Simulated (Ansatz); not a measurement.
GaP: carrier doping

Start from GaP in the zinc blende structure (space group F-43m, No. 216; a = 5.438 Å).

Carriers are added at fixed cell with a uniform background; the Fermi–Dirac width is that of 300 K.

Level of theory: PBEsol (Ansatz, a quantum-chemistry and plane-wave program; PAW; 420 eV plane waves; no spin-orbit coupling).

Notes on the quantities. Fermi level from band edge: Fermi level relative to the doped band's edge (positive inside the band; to 0.05 eV).

| case | gap between the host's bands | Fermi level from band edge |
|---|---|---|
| undoped | 1.45 eV | – |
| electrons 5.0×10^20 cm⁻³ | 1.45 eV | +0.15 eV |
| electrons 1.0×10^21 cm⁻³ | 1.44 eV | +0.25 eV |
| electrons 3.0×10^21 cm⁻³ | 1.41 eV | +0.45 eV |
| electrons 1.0×10^22 cm⁻³ | … | … |
| holes 5.0×10^20 cm⁻³ | 1.47 eV | +0.15 eV |
| holes 1.0×10^21 cm⁻³ | 1.49 eV | +0.25 eV |
| holes 3.0×10^21 cm⁻³ | 1.55 eV | +0.50 eV |
| holes 1.0×10^22 cm⁻³ | 1.75 eV | +0.95 eV |

**Question.** Fill in the withheld entries from the trend.

**Answer.** 
- electrons 1.0×10^22 cm⁻³, gap between the host's bands: 1.32 eV
- electrons 1.0×10^22 cm⁻³, Fermi level from band edge: +0.85 eV

Charged cell with a jellium background: band edges are those of the host's band count, energies are not comparable with the neutral cell, and many-body gap narrowing is missing. Whether these cells are dynamically stable was not tested.
